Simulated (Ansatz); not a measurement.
SiO₂ (Ama2, No. 40, 12 atoms in the cell; start mp-554573; a measured phase of this formula has another space group) was calculated with LDA in Ansatz (plane waves, PAW).

Settings: plane-wave cutoff 520 eV, 4×8×8 k mesh (along the axes of the cell as run), Fermi–Dirac smearing 0.01 eV, scalar-relativistic PAW data made under PBE.

Cell (relaxed at this level):

```cif
data_O16Si8
_chemical_formula_sum 'Si8 O16'
_space_group_name_H-M_alt 'Ama2'
_space_group_IT_number 40
_space_group_name_Hall 'A 2 -2a'
_cell_length_a 8.25164
_cell_length_b 8.76130
_cell_length_c 4.95640
_cell_angle_alpha 90.000
_cell_angle_beta 90.000
_cell_angle_gamma 90.000
loop_
_atom_site_label
_atom_site_type_symbol
_atom_site_symmetry_multiplicity
_atom_site_Wyckoff_symbol
_atom_site_fract_x
_atom_site_fract_y
_atom_site_fract_z
_atom_site_occupancy
Si1 Si 8 c 0.06265 0.33549 0.00449 1
O1 O 4 a 0.00000 0.00000 0.60396 1
O2 O 8 c 0.04321 0.21604 0.24819 1
O3 O 4 b 0.75000 0.15709 0.41771 1
```
(The calculation used a cell of 12 atoms; values per cell refer to that cell.)

Problem. Give the computed band gap.

Solution. 
- band gap: 5.63 eV (direct)

Computed values are for the static lattice.

The result took roughly 80 core-seconds.

A start named mp-… is a Materials Project structure, which need not be a measured phase.

Ansatz is a quantum-chemistry and plane-wave program.
